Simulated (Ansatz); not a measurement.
Results of rVV10 in Ansatz (plane waves, PAW) for Be₃N₂ (Ia-3, No. 206).

Run with plane-wave cutoff 520 eV, 6×6×6 k mesh, Fermi–Dirac smearing 0.01 eV, scalar-relativistic PAW data made under PBE.

Cell (relaxed at this level):

```yaml
crystal:
  lattice:
    - [-4.08548, 4.08548, 4.08548]
    - [4.08548, -4.08548, 4.08548]
    - [4.08548, 4.08548, -4.08548]
  atoms:
    - { symbol: Be, position: [0.52570, 0.76645, 0.53209] }
    - { symbol: Be, position: [0.73436, 0.99361, 0.96791] }
    - { symbol: Be, position: [0.97430, 0.50639, 0.24076] }
    - { symbol: Be, position: [0.76564, 0.73355, 0.25924] }
    - { symbol: Be, position: [0.53209, 0.52570, 0.76645] }
    - { symbol: Be, position: [0.25924, 0.76564, 0.73355] }
    - { symbol: Be, position: [0.96791, 0.73436, 0.99361] }
    - { symbol: Be, position: [0.24076, 0.97430, 0.50639] }
    - { symbol: Be, position: [0.76645, 0.53209, 0.52570] }
    - { symbol: Be, position: [0.73355, 0.25924, 0.76564] }
    - { symbol: Be, position: [0.99361, 0.96791, 0.73436] }
    - { symbol: Be, position: [0.50639, 0.24076, 0.97430] }
    - { symbol: Be, position: [0.47430, 0.23355, 0.46791] }
    - { symbol: Be, position: [0.26564, 0.00639, 0.03209] }
    - { symbol: Be, position: [0.02570, 0.49361, 0.75924] }
    - { symbol: Be, position: [0.23436, 0.26645, 0.74076] }
    - { symbol: Be, position: [0.46791, 0.47430, 0.23355] }
    - { symbol: Be, position: [0.74076, 0.23436, 0.26645] }
    - { symbol: Be, position: [0.03209, 0.26564, 0.00639] }
    - { symbol: Be, position: [0.75924, 0.02570, 0.49361] }
    - { symbol: Be, position: [0.23355, 0.46791, 0.47430] }
    - { symbol: Be, position: [0.26645, 0.74076, 0.23436] }
    - { symbol: Be, position: [0.00639, 0.03209, 0.26564] }
    - { symbol: Be, position: [0.49361, 0.75924, 0.02570] }
    - { symbol: N, position: [0.25000, 0.22947, 0.97947] }
    - { symbol: N, position: [0.75000, 0.27053, 0.52053] }
    - { symbol: N, position: [0.97947, 0.25000, 0.22947] }
    - { symbol: N, position: [0.52053, 0.75000, 0.27053] }
    - { symbol: N, position: [0.22947, 0.97947, 0.25000] }
    - { symbol: N, position: [0.27053, 0.52053, 0.75000] }
    - { symbol: N, position: [0.75000, 0.77053, 0.02053] }
    - { symbol: N, position: [0.25000, 0.72947, 0.47947] }
    - { symbol: N, position: [0.02053, 0.75000, 0.77053] }
    - { symbol: N, position: [0.47947, 0.25000, 0.72947] }
    - { symbol: N, position: [0.77053, 0.02053, 0.75000] }
    - { symbol: N, position: [0.72947, 0.47947, 0.25000] }
    - { symbol: N, position: [0.50000, 0.50000, 0.50000] }
    - { symbol: N, position: [0.50000, 0.00000, 0.00000] }
    - { symbol: N, position: [0.00000, 0.50000, 0.00000] }
    - { symbol: N, position: [0.00000, 0.00000, 0.50000] }
```

Question: What does this level give for the bulk modulus B0, band gap and pressure derivative B′ of the bulk modulus?

Answer: 
- bulk modulus B0: 212 GPa
- band gap: 3.51 eV (direct)
- pressure derivative B′ of the bulk modulus: 3.7

The computed numbers hold no vibrational or temperature effects.

It cost about 14 core-minutes (a rough figure) of CPU time.

Ansatz is a program for electronic structure.
